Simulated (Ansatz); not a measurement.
BAs, response to strain

Consider BAs in the zinc blende structure (space group F-43m, No. 216; a = 4.7679 Å).

Strains are applied to the cell and any free atomic positions relax.

All numbers come from Kohn–Sham DFT with the PBEsol functional, run in Ansatz (an electronic-structure program) with PAW and 420 eV plane waves, spin-orbit coupling left out.

```json
[
 {"isotropic strain (%)": "-3.18", "pressure (GPa)": "16.6"},
 {"isotropic strain (%)": "-0.49", "pressure (GPa)": "2.1"},
 {"isotropic strain (%)": "0", "pressure (GPa)": "0.0"},
 {"isotropic strain (%)": "0.54", "pressure (GPa)": "?"},
 {"isotropic strain (%)": "1.55", "pressure (GPa)": "-5.9"}
]
```

Fit P = P₀ − Bδ + Cδ² with δ = (1 + ε)³ − 1 to the rows shown and predict the withheld row.

Least squares on the printed values gives P₀ = 0.0 GPa, B = 143 GPa, C = 402 GPa (largest residual 0.0 GPa); this predicts -2.3 GPa, and the run gives -2.2 GPa, in agreement.

Stability against distortions was not tested.
